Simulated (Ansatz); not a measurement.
## Habitual settings against a tight run: In2Au3 (P-3m1, 5 atoms in the cell)

Self-consistent single point.

```
In2Au3
1.0
    4.73433     0.00000     0.00000
   -2.36716     4.10005     0.00000
    0.00000     0.00000     5.88813
In Au
2 3
Direct
  0.66667   0.33333   0.32167
  0.33333   0.66667   0.67833
  0.66667   0.33333   0.80654
  0.33333   0.66667   0.19346
  0.00000   0.00000   0.00000
```

Method of the run: PBEsol, PAW files made with PBE (plane waves; Ansatz, a quantum-chemistry and plane-wave program).

Base settings: basis.ecutwfc = 30.9 Ry; kpoints.mp_grid.grid = 8 8 6; hamiltonian.xc = pbesol; hamiltonian.pseudopotentials = {kind: paw} (the program's default PAW files); scf.occupations.method = fermi_dirac; scf.occupations.width = 0.0073 Ry.

Tight run (finer mesh or higher cutoff; not a proven limit): basis.ecutwfc: 30.9 Ry → 43.4 Ry; kpoints.mp_grid.grid: 8 8 6 → 11 11 9; scf.convergence.dr2_threshold: default (1e-07 eV) → 1e-09 eV. It gave Fermi level (on the code's own zero) 13.22 eV; pressure -7.54 GPa; largest force (vector length) 0.194 eV/Å.

Quick runs, as changes from the base:
- A: the base itself
- B: basis.ecutwfc: 30.9 Ry → 15.4 Ry; kpoints.mp_grid.grid: 8 8 6 → 8 8 8; scf.occupations.method: fermi_dirac → gaussian; scf.occupations.width: 0.0073 Ry → 0.0147 Ry
- C: basis.ecutwfc: 30.9 Ry → 24.6 Ry; kpoints.mp_grid.grid: 8 8 6 → 2 2 2; hamiltonian.xc: pbesol → lda [LDA (PW92)]
- D: basis.ecutwfc: 30.9 Ry → 18.4 Ry; kpoints.mp_grid.grid: 8 8 6 → 6 6 6

Energies are extrapolated to zero smearing width, which holds to low order in the width alone.

Dashes: energy of C, another energy zero.

† marks runs with another functional, U, potentials or spin treatment: their distance from the tight run is not a convergence error alone.

The count of work is k-points × plane waves × bands × iterations; it is no time. 

Pressures in the table are Ansatz's without its Pulay estimate, at a fixed set of plane waves; the tight run's value above holds the estimate.

The starting cell comes from a database of computed structures (which also holds hypothetical and non-ambient phases and stackings), without a prior relaxation at this level. Its lattice was rescaled by a random factor within 2.5 % of one. In the base run, with a pressure of about -8 GPa the cell is away from its equilibrium volume at this level.

```
run  energy less tight (meV/atom)  pressure less tight (GPa)  largest miss in a force vector (eV/Å)  count of work / tight
---  ----------------------------  -------------------------  -------------------------------------  ---------------------
A                            -0.5                      -0.12                                  0.015                   0.20
B                          4943.3                    -189.26                                  0.546                  0.094
C†                              –                      -4.66                                  0.467                  0.013
D                           836.6                     -44.60                                  0.161                  0.063
```

Among the runs at the tight run's level, the energy misses run from 0.5 to 4943.3 meV/atom.

Left out of this page: 2 runs of the series unsound by tests on forces, stress, charge or solver warnings.

Keys are those of Ansatz 0.2.
